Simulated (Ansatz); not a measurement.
We consider BeSi (model structure, F-43m, No. 216, 2 atoms in the cell), described by r²SCAN (Ansatz, an electronic-structure program, PAW).

The input as run:

Ansatz 0.2 input:
```yaml
crystal:
  lattice:
    - [0.0, 2.587921078, 2.587921078]
    - [2.587921078, 0.0, 2.587921078]
    - [2.587921078, 2.587921078, 0.0]
  atoms:
    - { symbol: Be, position: [0.0, 0.0, 0.0] }
    - { symbol: Si, position: [0.25, 0.25, 0.25] }
basis:
  ecutwfc: 560
  ecutrho_ratio: 4
  xc_grid: 3
kpoints:
  mp_grid: { grid: [20, 20, 20] }
hamiltonian:
  xc: r2scan
  dispersion: none
  pseudopotentials: { kind: paw }
scf:
  occupations: { method: fermi_dirac, width: 0.05 }
output:
  forces: true
  stress: true
  eigenvalues: true
relax:
  f_tol: 0.004
  escape_saddle: false
  max_steps: 80
```

From the output:

```
WARN output.stress: scf.convergence.dr2_threshold = 1e-7 eV (the SCF's general default) is looser than the 2e-10 eV advised for a printed stress (1e-10 eV for …
Relaxation: its limit of steps is 80 (relax.max_steps)
Crystal: 2 atoms, lattice volume = 34.664 Å³
Basis set: ecut = 560 eV, 1037 PW (Γ), exchange–correlation on 90×90×90 points (27 copies of the dense FFT grid, shifted against one another)
Bands: 7, of which v1, the nominal top of the filled ones, is band 3 counted from 1 (2 counted from 0)
Symmetry: 24 space group operations
Space group: F-43m (ITA 216), of the structure as read, at distance tolerance 3.3e-5 Å
k-points: 256 of 8000 (time reversal used)
Functional: x = r2scan, c = r2scan; τ floored in thin density (d = 2e-4 eV/Å³)
SCF iter   1: F=—  HF=-730.449045 eV  |F-HF|=—  |Δ(HF+E_count)|=         —  Δρ=3.21e-3  dr2=4.37e-3  dr2_τ=1.88e-2
SCF iter   2: F=—  HF=-730.461150 eV  |F-HF|=—  |Δ(HF+E_count)|=   1.21e-2  Δρ=1.52e-3  dr2=6.76e-4  dr2_τ=1.20e-5
  ...
SCF 1 converged in 6 iterations: F = -730.461632 eV  dr2 = 5.34e-11
relax step   1: F+E_penalty+E_count = -730.46163207 eV  Δ(F+E_penalty+E_count) = +0.000e0 eV  max|allowed force component| = 2.868e-16 eV/Å  Δτ_max = 0.0000 Å  (6 SCF iters, accepted)
Crystal: 2 atoms, lattice volume = 34.664 Å³
Initial density: handed on by an earlier stage of this run
SCF iter   1: F=—  HF=-730.461632 eV  |F-HF|=—  |Δ(HF+E_count)|=         —  Δρ=5.99e-7  dr2=5.35e-11  dr2_τ=1.56e-12
SCF iter   2: F=-730.461632 eV  HF=-730.461632 eV  |F-HF|=7.23e-11  |Δ(HF+E_count)|=  1.95e-10  Δρ=3.39e-7  dr2=1.67e-11  dr2_τ=4.66e-13
SCF 2 converged in 2 iterations: F = -730.461632 eV  dr2 = 1.67e-11
SCF converged after 2 iterations
Free energy (F): -730.461632 eV
Internal energy: -730.452447 eV  (E = F + TS)
E sigma→0 (E₀):  -730.457039 eV
Fermi energy:    3.942386 eV
--- Forces (eV/Å), atoms counted from 1 ---
  atom   1  Be     0.00000000    -0.00000000     0.00000000
  atom   2  Si    -0.00000000    -0.00000000    -0.00000000
--- Stress (GPa, compression-positive) ---
       -1.231141      -0.000000       0.000000
        0.000000      -1.231141      -0.000000
       -0.000000      -0.000000      -1.231141
  P = ⅓ Tr σ = -1.2311 GPa (-12.311 kbar)
```

The cell is one volume of an energy–volume scan, off the minimum.

The PAW data were made under PBE.

Note: the relaxation could raise the start's symmetry but not lower it, so the cell can be a saddle point.

A model structure was made by putting elements into a prototype or built by hand; it is no filed structure, need not be a known phase, and can be a saddle point held by its symmetry.
